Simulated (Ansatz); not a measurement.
Take AlN in the wurtzite structure (space group P6_3mc, No. 186; a = 3.1138 Å, c = 4.9836 Å) as the base.

It is then changed as follows: cell and atoms relaxed at a pressure of 22.5 GPa.

Levels (all Ansatz, a program for electronic structure, PAW): PBEsol (420 eV, scalar-relativistic without spin-orbit coupling); r2SCAN (500 eV, without spin-orbit coupling); HSE06 (420 eV, no spin-orbit coupling).

One geometry, relaxed with PBEsol, under each level:

| level | band gap | lowest conduction level above the VBM at special points | electron mass | pressure |
|---|---|---|---|---|
| PBEsol | 4.87 eV | Γ 4.87 eV; K 4.91 eV; L 5.45 eV; M 5.88 eV | 0.33 mₑ (at Γ) | 22.50 GPa |
| r2SCAN | 5.64 eV | Γ 5.64 eV; K 5.74 eV; L 6.29 eV; M 6.67 eV | 0.34 mₑ (at Γ) | 21.88 GPa |
| HSE06 | 6.39 eV | Γ 6.39 eV; K 6.40 eV; L 6.97 eV | – | – |

Single points use the geometry relaxed with PBEsol. Their cutoffs differ, which shifts pressures a little. Load acts through the strain it causes; cell and atoms are relaxed under it. Effective masses come from finite differences of ±0.01 Å⁻¹. Stability against distortions was not tested. Measured, AlN leaves this structure (for rock salt) near 14 GPa (temperature not stated; as listed in Datta, Sujoy, Jana, Debnarayan, arXiv (2020)), on rising pressure, with hysteresis.
